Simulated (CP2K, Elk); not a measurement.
A CP2K input for a self-consistent single point of Te₂Mo (P1, 3 atoms in the cell) (DFT LDA (Pade form), GPW, DZVP-MOLOPT-SR-GTH basis, GTH-PADE potentials (GTH_POTENTIALS)):

```
&GLOBAL
  PROJECT scf
  RUN_TYPE ENERGY_FORCE
  PRINT_LEVEL LOW
&END GLOBAL
&FORCE_EVAL
  METHOD Quickstep
  STRESS_TENSOR ANALYTICAL
  &DFT
    BASIS_SET_FILE_NAME BASIS_MOLOPT
    POTENTIAL_FILE_NAME GTH_POTENTIALS
    &QS
      METHOD GPW
      EPS_DEFAULT 1E-10
    &END QS
    &MGRID
      CUTOFF 500
      REL_CUTOFF 60
      NGRIDS 5
    &END MGRID
    &SCF
      SCF_GUESS ATOMIC
      EPS_SCF 1E-6
      MAX_SCF 100
      ADDED_MOS 5
      &DIAGONALIZATION
        ALGORITHM STANDARD
      &END DIAGONALIZATION
      &MIXING
        METHOD BROYDEN_MIXING
        ALPHA 0.2
        NBUFFER 12
        BETA 1
      &END MIXING
    &END SCF
    &KPOINTS
      SCHEME MONKHORST-PACK 6 6 1
      GAMMA_CENTERED T
    &END KPOINTS
    &XC
      &XC_FUNCTIONAL PADE
      &END XC_FUNCTIONAL
    &END XC
    &PRINT
      &MO
        EIGENVALUES T
        OCCUPATION_NUMBERS T
        NDIGITS 8
        FILENAME mo
        &EACH
          QS_SCF 0
        &END EACH
        ADD_LAST NUMERIC
      &END MO
      &MULLIKEN OFF
      &END MULLIKEN
    &END PRINT
  &END DFT
  &SUBSYS
    &CELL
      ABC 3.51715100 3.51715202 17.31201900
      ALPHA_BETA_GAMMA 90.00000000 90.00000000 119.99999985
      PERIODIC XYZ
    &END CELL
    &COORD
      Te      -0.01613174     2.02119335    15.57247271
      Te       0.03539803     2.05049532     1.68397471
      Mo      -0.01927047    -0.01042931     0.05557158
    &END COORD
    &KIND Te
      BASIS_SET DZVP-MOLOPT-SR-GTH-q6
      POTENTIAL GTH-PADE-q6
    &END KIND
    &KIND Mo
      BASIS_SET DZVP-MOLOPT-SR-GTH-q14
      POTENTIAL GTH-PADE-q14
    &END KIND
  &END SUBSYS
  &PRINT
    &FORCES ON
    &END FORCES
    &STRESS_TENSOR ON
    &END STRESS_TENSOR
  &END PRINT
&END FORCE_EVAL
```

Translate this input to Elk.

One input that does it (others would too):

```
tasks
  0

xctype
  3

rgkmax
  7.0

stype
  0

swidth
  0.0001

scale
  1.889726125

avec
    3.5171515110    0.0000001314    0.0000000000
   -1.7585758693    3.0459424918    0.0000000000
    0.0000000000    0.0000000000   17.3120190000

sppath
  './'

atoms
  2   : nspecies
  'Te.in'   : spfname
  2   : natoms; atposl, bfcmt below
  0.3271980000  0.6635690000  0.8995180000    0.0 0.0 0.0
  0.3466590000  0.6731890000  0.0972720000    0.0 0.0 0.0
  'Mo.in'   : spfname
  1   : natoms; atposl, bfcmt below
  -0.0071910000  -0.0034240000  0.0032100000    0.0 0.0 0.0

ngridk
  6 6 1
```

Basis settings and potentials, where a program has them, do not carry over. This input uses DFT, LDA (PW92), all-electron FP-LAPW, Elk's shipped species files, default APW+lo basis. LDA parametrisations can differ slightly between programs.

The starting cell comes from a database of computed structures (which also holds hypothetical and non-ambient phases and stackings), without a prior relaxation at this level. Its lattice was rescaled by a random factor within 2.5 % of one. For this run, on top of that: atoms moved at random.
